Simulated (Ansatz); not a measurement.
fcc Yb, treated with r²SCAN in Ansatz (plane waves, PAW).

Run with plane-wave cutoff 600 eV, 12×12×12 k mesh, Fermi–Dirac smearing 0.1 eV, finite displacements, no spin polarisation, scalar-relativistic PAW data made under PBE.

Computed at the level's own relaxed cell.

Harmonic phonon frequencies (cm⁻¹; i marks an imaginary mode):

```
q point  frequencies
-------  -----------
X                [?]
L           39 39 91
```

Problem. Fill in the missing entries.

Solution. 
- X, frequencies: 73 73 99

No imaginary mode appears at these points.

Ansatz is a first-principles code.
